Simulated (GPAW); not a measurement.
# Worked example: self-consistent single point of GaP (F-43m, 2 atoms in the cell) in GPAW

Computed with PBE, GPAW PAW datasets PBE (gpaw-data 1.0.1) (plane waves; GPAW).

Input as run:

```python
from ase import Atoms
from ase.units import GPa
from gpaw import GPAW

atoms = Atoms(['Ga', 'P'],
              cell=[[0.000000, 2.733175, 2.733175],
                    [2.733175, 0.000000, 2.733175],
                    [2.733175, 2.733175, 0.000000]],
              scaled_positions=[[0.000000, 0.000000, 0.000000],
                                [0.250000, 0.250000, 0.250000]],
              pbc=True)

calc = GPAW(mode={'name': 'pw', 'ecut': 550},
            xc='PBE',
            kpts={'size': (8, 8, 8), 'gamma': True},
            occupations={'name': 'fermi-dirac', 'width': 0.02},
            nbands=-4,
            convergence={'bands': -2},
            symmetry={'symmorphic': False, 'tolerance': 0.0005},
            maxiter=100,
            txt='-')

atoms.calc = calc

energy = atoms.get_potential_energy()
print('Energy (eV):', round(energy, 6))
forces = atoms.get_forces()
print('Forces (eV/Ang):')
print(forces.round(5))
stress = atoms.get_stress()
print('Stress (GPa, Voigt):', (stress / GPa).round(4))
```

The program printed (abridged):

```
Input parameters:
  convergence: {bands: -2}
  kpts: {gamma: True,
         size: (8, 8, 8)}
  maxiter: 100
  mode: {ecut: 550,
         name: pw}
  nbands: -4
  occupations: {name: fermi-dirac,
                width: 0.02}
  symmetry: {symmorphic: False,
             tolerance: 0.0005}
  xc: PBE

species:
  Ga:
    name: Gallium
    Z: 31.0
    valence: 3
    core: 28
    charge: 0.0
    file: Ga.PBE.gz

    # Using partial waves for Ga as LCAO basis

  P:
    name: Phosphorus
    Z: 15.0
    valence: 5
    core: 10
    charge: 0.0
    file: P.PBE.gz

    # Using partial waves for P as LCAO basis

Reference energy: -62187.585188  # eV

Spin-paired calculation

Convergence criteria:
 Maximum [total energy] change in last 3 cyles: 0.0005 eV / valence electron
 Maximum integral of absolute [dens]ity change: 0.0001 electrons / valence electron
 Maximum integral of absolute [eigenst]ate change: 4e-08 eV^2 / valence electron
 Maximum number of scf [iter]ations: 100

Symmetries present (total): 24
Symmetries with fractional translations: 0
512 k-points: 8 x 8 x 8 Monkhorst-Pack grid + [1/16,1/16,1/16]
29 k-points in the irreducible part of the Brillouin zone
       k-points in crystal coordinates                weights
   0:     0.00000000    0.00000000    0.00000000          1/512
   1:     0.12500000    0.12500000    0.00000000          6/512
   2:     0.12500000    0.12500000    0.12500000          8/512
   [... 7 lines left out ...]
          ...
  28:     0.50000000    0.50000000    0.50000000          4/512

Wave functions: Plane wave expansion
  Cutoff energy: 550.000 eV
  Number of coefficients (min, max): 1185, 1243
  Pulay-stress correction: 0.000000 eV/Ang^3 (de/decut=0.000000)

Occupation numbers: Fermi-Dirac:
  width: 0.0200  # eV

Eigensolver

Densities:
  Coarse grid: 21*21*21 grid
  Fine grid: 42*42*42 grid
  Total Charge: 0.000000

Density mixing:
  Method: separate
  Backend: pulay
  Linear mixing parameter: 0.05
  old densities: 5
  Damping of long wavelength oscillations: 50

Hamiltonian:
  XC and Coulomb potentials evaluated on a 42*42*42 grid
  External potential:
    NoExternalPotential

XC parameters: PBE with 2 nearest neighbor stencil

Number of atoms: 2
Number of atomic orbitals: 8
Number of bands in calculation: 8
Number of valence electrons: 8
Bands to converge: 6

Density initialized from atomic densities
  8 bands from LCAO basis set

Atomic positions and initial magnetic moments

Positions:
   0 Ga     0.000000    0.000000    0.000000    ( 0.0000,  0.0000,  0.0000)
   1 P      1.366588    1.366588    1.366588    ( 0.0000,  0.0000,  0.0000)

Unit cell:
           periodic     x           y           z      points  spacing
  1. axis:    yes    0.000000    2.733175    2.733175    21     0.1503
  2. axis:    yes    2.733175    0.000000    2.733175    21     0.1503
  3. axis:    yes    2.733175    2.733175    0.000000    21     0.1503

  Lengths:   3.865293   3.865293   3.865293
  Angles:   60.000000  60.000000  60.000000

Effective grid spacing dv^(1/3) = 0.1640

     iter     time        total  log10-change:
                         energy   eigst   dens
iter:   1 --:--:--    -9.219199   +0.63
iter:   2 --:--:--    -9.193175   -0.80  -0.82
iter:   3 --:--:--    -9.076319   -1.15  -0.84
iter:   4 --:--:--    -9.044990   -2.38  -1.30
iter:   5 --:--:--    -9.057141   -2.04  -1.26
iter:   6 --:--:--    -9.046754   -2.63  -1.60
iter:   7 --:--:--    -9.046527   -4.24  -2.20
iter:   8 --:--:--    -9.046196c  -3.96  -2.16
iter:   9 --:--:--    -9.046186c  -5.18  -3.03
iter:  10 --:--:--    -9.046187c  -6.36  -3.41
iter:  11 --:--:--    -9.046190c  -6.25  -3.41
iter:  12 --:--:--    -9.046190c  -7.08  -4.17c
iter:  13 --:--:--    -9.046190c  -8.07c -4.74c

Converged after 13 iterations.

Dipole moment: (-3.015272, -3.015272, -3.015272) |e|*Ang

Energy contributions relative to reference atoms: (reference = -62187.585188)

Kinetic:        +23.459530
Potential:      -20.643356
External:        +0.000000
XC:             -11.876609
Entropy (-ST):   -0.000000
Local:           +0.014246
SIC:             +0.000000
--------------------------
Free energy:     -9.046190
Extrapolated:    -9.046190

Showing only first 2 kpts
 Kpt  Band  Eigenvalues  Occupancy
  0     2      4.86232    2.00000
  0     3      4.86232    2.00000
  0     4      6.68386    0.00000
  0     5      8.79512    0.00000

  1     2      4.22512    2.00000
  1     3      4.22512    2.00000
  1     4      7.85976    0.00000
  1     5      8.38666    0.00000

Fermi level: 5.35350

Gap: 1.683 eV
Transition (v -> c):
  (s=0, k=0, n=3, [0.00, 0.00, 0.00]) -> (s=0, k=12, n=4, [0.38, 0.38, 0.00])
Direct/indirect transitions are different
Direct gap: 1.822 eV
Transition at: (s=0, k=0, n=3, [0.00, 0.00, 0.00])
Energy (eV): -9.04619

Forces in eV/Ang:
  0 Ga   -0.00000    0.00000    0.00000
  1 P    -0.00000    0.00000   -0.00000

Stress tensor:
    -0.023115     0.000000    -0.000000
     0.000000    -0.023115     0.000000
    -0.000000     0.000000    -0.023115
Stress (GPa, Voigt): [-3.7034 -3.7034 -3.7034  0.     -0.      0.    ]
```

The run converged in 13 iterations. GPAW prints stress with tension positive.

The starting cell has typed, rounded lattice constants, without a prior relaxation at this level. Its lattice was rescaled by up to half a per cent. With a pressure of about 4 GPa the cell is away from its equilibrium volume at this level.
